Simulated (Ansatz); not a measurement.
# Hypothetical diamond Sb: biaxial strain +3.62 %, plane normal [110], relaxed out of plane

Consider Sb in the diamond structure (space group Fd-3m, No. 227; a = 6.871 Å; a hypothetical phase, not in the database extracts checked; relaxed with 0.1 eV smearing). Axes: x, y, z lie along the cube axes.

Now apply this change: biaxial strain +3.62 %, plane normal [110], relaxed out of plane (Cartesian); in-plane vectors clamped, the third vector and the atoms free.

The values are results of PBEsol/PAW in Ansatz (a quantum-chemistry and plane-wave program), without spin-orbit coupling, not measurements. Settings: 15×15×15 k-points, 0.1 eV Fermi–Dirac smearing.

The volume per atom decreases by 3.65 Å³ (40.55 Å³ → 36.90 Å³) and the space group changes from Fd-3m (No. 227) to Imma (No. 74). The shortest interatomic distance drops by 0.092 Å (2.975 Å → 2.883 Å) and the energy shrinks by 64 meV/atom. The pressure (mean of the normal stresses, compression positive) goes from zero to 1.9 GPa and the band gap remains zero. The out-of-plane strain is -15.24 % and the ratio −ε⊥/ε∥ comes out as 4.21.

Final structure (turned so that z lies along the plane normal):

```
CELL_PARAMETERS angstrom
      0.00000     0.00000    -4.11804
     -2.51718     3.55983    -2.05902
      2.51718     3.55983    -2.05902
ATOMIC_POSITIONS crystal
  Sb 0.73331 0.76669 0.76669
  Sb 0.51669 0.48331 0.48331
```

A biaxial case was relaxed in a doubled cell and then solved in the primitive one. Whether these cells are dynamically stable was not tested. Under biaxial strain +3.62 %, plane normal [110], relaxed out of plane the cell ends below the base's energy or with stress of the wrong sign: the atoms slid into a distortion or the cell is elastically unstable, so the base is not a stable minimum at this level.
